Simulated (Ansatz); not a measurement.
We consider MgS (F-43m, No. 216, 2 atoms in the cell; start mp-13032; metastable phase), described by r²SCAN0 (Ansatz, a quantum-chemistry and plane-wave program, plane waves, PAW).

Numerical settings: plane-wave cutoff 520 eV, 8×8×8 k mesh, Fermi–Dirac smearing 0.01 eV, scalar-relativistic PAW data made under PBE.

Cell (relaxed with PBEsol):

```yaml
crystal:
  lattice:
    - [0.00000, 2.82578, 2.82578]
    - [2.82578, 0.00000, 2.82578]
    - [2.82578, 2.82578, 0.00000]
  atoms:
    - { symbol: Mg, position: [0.00000, 0.00000, 0.00000] }
    - { symbol: S, position: [0.25000, 0.25000, 0.25000] }
```

Q: Estimate the band gap that the calculation returns.

A: 
* **band gap**: 5.63 eV (on the SCF k mesh) (direct)

Static lattice: no zero-point or thermal effects.

A start named mp-… is a Materials Project structure, which need not be a measured phase.
